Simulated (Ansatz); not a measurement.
The reference is ZnO in the wurtzite structure (space group P6_3mc, No. 186; a = 3.280 Å, c = 5.294 Å).

(Cell as relaxed with PBE.)

Levels (all Ansatz, a first-principles code, PAW, earlier PAW set): PBE (420 eV, no SOC); r2SCAN (500 eV, no spin-orbit coupling).

Each level relaxes its own structure.

| base | PBE | r2SCAN |
|---|---|---|
| volume per atom | 12.33 Å³ | 11.81 Å³ |
| lattice parameter a | 328.0 pm | 323.5 pm |
| band gap | 0.74 eV | 1.23 eV |

Now apply this change: an isotropic linear strain of −0.75 %; the atoms relax in the strained cell.

```json
[
 {"quantity": "band gap", "PBE": "0.77 eV", "r2SCAN": "(withheld)"},
 {"quantity": "valence-band top at Γ (three highest levels, from the VBM)", "PBE": "0.00, 0.00, -0.09 eV", "r2SCAN": "(withheld)"},
 {"quantity": "energy relative to the base (free energy F)", "PBE": "+2.6 meV/atom", "r2SCAN": "(withheld)"},
 {"quantity": "shift of the gap caused by the change", "PBE": "+0.03 eV", "r2SCAN": "(withheld)"}
]
```

Q: Predict the r2SCAN column.

A: 
- band gap, r2SCAN: 1.27 eV
- valence-band top at Γ (three highest levels, from the VBM), r2SCAN: 0.00, 0.00, -0.11 eV
- energy relative to the base (free energy F), r2SCAN: +2.9 meV/atom
- shift of the gap caused by the change, r2SCAN: +0.03 eV

PBE's band gap lies 0.494 eV below r2SCAN's; the two agree on the shift of the gap caused by the change. Neither level is exact; r2SCAN is the comparison here, not a measurement.

Stability against distortions was not tested.
